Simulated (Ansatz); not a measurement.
The parent structure is GaP in the zinc blende structure (space group F-43m, No. 216).

Space group F-43m (No. 216); a = b = c = 5.391 Å, α = β = γ = 90.00°

| atom | site | symmetry | x | y | z |
|---|---|---|---|---|---|
| Ga | 4a | -43m | 0.0000 | 0.0000 | 0.0000 |
| P | 4d | -43m | 0.7500 | 0.7500 | 0.7500 |
(The calculation used a cell of 2 atoms; values per cell refer to that cell.)

Computed with LDA (Ansatz, a quantum-chemistry and plane-wave program, PAW, no spin-orbit coupling).

One change was made to it. Results:

The valley order (the lowest conduction-band minima on the path, energy above the VBM, named in the base's zone) changes from a point along ⟨100⟩, about 1.0 Å⁻¹ from Γ 1.38 eV; L along ⟨111⟩ 1.60 eV; Γ 1.88 eV to a point along ⟨100⟩, about 1.0 Å⁻¹ from Γ 0.90 eV; L along ⟨111⟩ 2.25 eV; the hole mass (degenerate bands, along [100]) changes from 0.11, 0.36, 0.36 mₑ (at Γ) to 0.18, 0.27, 0.27 mₑ (at Γ); the volume per atom decreases by 3.72 Å³ (19.59 Å³ → 15.87 Å³).

Q: Name the change that was made.
(A) pressure −1 GPa
(B) pressure 15 GPa
(C) pressure 30 GPa

A: C, pressure 30 GPa. For comparison, the valley order in the other runs: pressure −1 GPa gives a point along ⟨100⟩, about 1.0 Å⁻¹ from Γ 1.40 eV; L along ⟨111⟩ 1.57 eV; Γ 1.79 eV; pressure 15 GPa gives a point along ⟨100⟩, about 1.0 Å⁻¹ from Γ 1.12 eV; L along ⟨111⟩ 1.99 eV; Γ 2.96 eV.

Load acts through the strain it causes; cell and atoms are relaxed under it. Effective masses come from finite differences of ±0.01 Å⁻¹. Stability against distortions was not tested. Measured, GaP leaves this structure (for a Cmcm phase) near 26 GPa (temperature not stated; as listed in Datta, Sujoy, Jana, Debnarayan, arXiv (2020)).
